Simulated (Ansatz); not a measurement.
```
BaB6
1.0
    4.24139     0.00000     0.00000
    0.00000     4.24139     0.00000
    0.00000     0.00000     4.24139
Ba B
1 6
Direct
  0.00000   0.00000   0.00000
  0.20464   0.50000   0.50000
  0.79536   0.50000   0.50000
  0.50000   0.20464   0.50000
  0.50000   0.79536   0.50000
  0.50000   0.50000   0.20464
  0.50000   0.50000   0.79536
```

Task: The LDA or GGA of the relaxation leaves this crystal with little or no gap. Does r2SCAN (Ansatz, a first-principles code) open one on the same cell?

Result: Yes, about 0.03 eV on the k mesh, so it isn't safe to treat it as a metal; spin-orbit coupling, left out here, can close a gap of this size with elements this heavy.

Spin-orbit coupling is left out.

Formula and space group known from diffraction (Crystallography Open Database), not checked to be the room-temperature form: BaB6 (Pm-3m).
